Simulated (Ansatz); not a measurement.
The reference is AlP in the zinc blende structure (space group F-43m, No. 216; a = 5.470 Å).

All numbers come from PBEsol (Ansatz, a quantum-chemistry and plane-wave program, PAW, no spin-orbit coupling).

For the base:

| Quantity | Result |
|---|---|
| Gap character | indirect, Γ → X |
| Band gap | 1.45 eV |
| Electron mass | 0.77 mₑ along k, 0.24 mₑ across (at X) |

The change: full substitution Al → Lu, then cell and atoms are relaxed.

Problem. What does the calculation give for the gap character, band gap and electron mass after the change?

Solution. The gap character goes from indirect, Γ → X to direct at X; the band gap grows by 0.09 eV, from 1.45 eV to 1.54 eV; the electron mass goes from 0.77 mₑ along k, 0.24 mₑ across (at X) to 2.0 mₑ along k, 2.2 mₑ across (at X).

Effective masses come from finite differences of ±0.01 Å⁻¹. Along k means along the line from Γ to the band edge. No phonon test of stability was made. As relaxed here, LuP is a hypothetical phase, not in the database extracts checked.
